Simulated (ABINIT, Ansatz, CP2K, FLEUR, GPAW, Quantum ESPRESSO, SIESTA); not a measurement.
One structure in several programs: NaH₂Pd₃ (Cmmm, 6 atoms in the cell)

Self-consistent single point.

```yaml
crystal:
  lattice:
    - [2.82657, -4.31030, 0.00000]
    - [2.82657, 4.31030, 0.00000]
    - [0.00000, 0.00000, 2.81356]
  atoms:
    - { symbol: Na, position: [0.50000, 0.50000, 0.00000] }
    - { symbol: H, position: [0.21563, 0.78437, 0.00000] }
    - { symbol: H, position: [0.78437, 0.21563, 0.00000] }
    - { symbol: Pd, position: [0.00000, 0.00000, 0.00000] }
    - { symbol: Pd, position: [0.50000, 0.00000, 0.50000] }
    - { symbol: Pd, position: [0.00000, 0.50000, 0.50000] }
```

All programs got the same cell, k-point mesh and kind of occupations (in Ansatz's words: kpoints.mp_grid.grid = 5 5 8; scf.occupations.method = fermi_dirac; scf.occupations.width = 0.1 eV); potentials, basis and cutoffs are each program's usual ones.

```tsv
code	model	pressure (GPa)	largest force (eV/Å)	k-points	cutoff
ABINIT	PBEsol, PAW (JTH v2.0 PBE PAW, files made for PBE)	-3.13	0.023	45	30 Ha
GPAW	PBEsol, GPAW PAW datasets PBEsol (made by gpaw-setup)	-2.37	0.005	45	850 eV
Ansatz	PBEsol, PAW files made with PBE	-3.06	0.018	45	420 eV
Quantum ESPRESSO	PBEsol, GBRV 1.5 ultrasoft (PBESOL) pseudopotentials	-2.53	0.009	45	40 Ry
CP2K	PBEsol, GPW, DZVP-MOLOPT-SR-GTH basis, GTH-PBE potentials (GTH_POTENTIALS)	-2.10	0.021	101	grid 950 Ry
FLEUR	PBEsol, all-electron FLAPW (FLEUR), scalar-relativistic valence	–	0.015	45	Kmax 4.7 1/bohr
SIESTA	GGA PBEsol, numerical atomic orbitals DZP, PseudoDojo PBEsol standard norm-conserving potentials (rewritten from UPF to PSML)	-5.40	0.010	103	grid 350 Ry
```

A dash marks a value that a program does not give, or that is left out as unsure.

The spread over the programs that give each value: pressure within 3.30 GPa; largest force within 0.018 eV/Å.

The starting cell comes from a database of computed structures (which also holds hypothetical and non-ambient phases and stackings), without a prior relaxation at this level. On Ansatz's run: Spin polarisation is off.

Why do the programs differ, and what cannot be compared?

Differences of this kind can come from the potentials, where these differ, and from what each basis and cutoff leave unconverged. The valence holds different numbers of electrons (ABINIT 65, GPAW 57, Ansatz (an electronic-structure program) 65, Quantum ESPRESSO 59, CP2K 65, FLEUR 59, SIESTA 65). The zero of total energies and Fermi levels follows the potentials and each program's conventions, so they are not compared here. CP2K and SIESTA use small atom-centred bases, whose incompleteness enters pressures, forces and empty levels differently from a plane-wave cutoff. FLEUR treats all electrons, but the usual bases taken here (sphere radii, linearisation, local orbitals, empty states) were not tested for convergence, so the values are no reference for the others. Ansatz's pressure is given at a fixed set of plane waves, as the other plane-wave codes print theirs; with its correction for the finite basis it is -2.99 GPa. The programs reduce the same mesh by symmetry to different extents, which changes the work and not the result. In the pressure, SIESTA (by 2.60) lies more than 1 GPa from the median of the plane-wave programs.

Keys are those of Ansatz 0.2.
